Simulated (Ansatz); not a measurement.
As (Cmce, No. 64)

Level of theory: r²SCAN+rVV10 (PAW; Ansatz, a quantum-chemistry and plane-wave program).

Numerical settings: plane-wave cutoff 560 eV, 16×16×12 k mesh (along the axes of the cell as run), Fermi–Dirac smearing 0.05 eV, scalar-relativistic PAW data made under PBE.

Cell: relaxed at this level.

```
Quantity                                                     Result
---------------  --------------------------------------------------
band gap         0.02 eV (under three smearing widths, so not firm)
direct gap at Γ                                             2.86 eV
```

Spin–orbit coupling is not included; it can close the smallest gap of 0.02 eV.

Computed values are for the static lattice.

Cost on a shared machine: very roughly 27 core-minutes.
